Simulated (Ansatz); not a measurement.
Levels about the gap of amorphous Si₂₄O₅₀Ce (75 atoms in a cell of 1132 Å³, 2.37 g/cm³; zone centre alone, so wide bands show as single levels with stretches between that a denser mesh fills), at the geometry that PBE relaxed, where it gives 2.3 GPa on a denser mesh. The participation number counts the atoms over which a state spreads; weights are charges in smoothed Voronoi cells. The levels come from a single point, so bond lengths are those of that geometry. Method of the levels: PBE, scalar-relativistic without spin-orbit coupling (Ansatz, a program for electronic structure). Sampling: the zone centre alone; Fermi-Dirac width 0.01 eV; collinear spin, started from moments on atoms; no Hubbard U, moments started parallel, and no other order was tried (the moments died out). At PBE the levels at both edges of the gap are localised (band-tail or defect states), and the nearest spread-out levels lie 5.6 eV apart at the zone centre.

Preparation: random packing, a CHGNet melt and quench, and a DFT relaxation. O atoms were pushed apart under 1.9 Å during the dynamics, to hinder bonds among them. The hot cell started wider than the set density and was brought back towards it in steps. It is the lowest in DFT energy of 3 quenches. It is a model cell: composition and starting density were chosen by hand, and all elements were melted together. No dispersion term was used. Its density started from a set value of 2.37 and ended at 2.37 g/cm³. Cooling (nominally 320 K/ps over its main leg) ran many orders faster than in experiment, which tends to leave more defects and strain. Values belong to this one cell and scatter from quench to quench. The volume was held where the preparation left it and the shape relaxed, at a PBE pressure of 2.3 GPa. Stress components on the final sampling reach 2.3 GPa.

```
E - E(highest filled), eV  filling  spin  participation number        largest on  weight Ce  weight O  weight Si
-------------------------  -------  ----  --------------------  ----------------  ---------  --------  ---------
-0.13                       filled    dn                  13.2   O, 2 neighbours       0.03      0.94       0.03
-0.08                       filled    up                   7.9   O, 2 neighbours       0.01      0.96       0.03
-0.08                       filled    dn                   7.9   O, 2 neighbours       0.01      0.96       0.03
-0.03                       filled    up                   7.2   O, 2 neighbours       0.07      0.90       0.03
-0.03                       filled    dn                   7.2   O, 2 neighbours       0.07      0.90       0.03
0.00                        filled    up                   9.5   O, 2 neighbours       0.05      0.92       0.03
0.00                        filled    dn                   9.5   O, 2 neighbours       0.05      0.92       0.03
2.38                         empty    up                   1.1  Ce, 7 neighbours       0.96      0.04       0.00
2.38                         empty    dn                   1.1  Ce, 7 neighbours       0.96      0.04       0.00
2.42                         empty    up                   1.1  Ce, 7 neighbours       0.94      0.06       0.00
2.42                         empty    dn                   1.1  Ce, 7 neighbours       0.94      0.06       0.00
2.48                         empty    up                   1.1  Ce, 7 neighbours       0.94      0.06       0.00
2.48                         empty    dn                   1.1  Ce, 7 neighbours       0.94      0.06       0.00
2.49                         empty    up                   1.1  Ce, 7 neighbours       0.94      0.06       0.00
```

Most localised among these is the empty level at +2.38 eV, on a Ce atom, which has 7 neighbours (O 2.10 Å, O 2.12 Å, O 2.12 Å, O 2.19 Å, O 2.57 Å, O 2.91 Å, Si 3.32 Å).
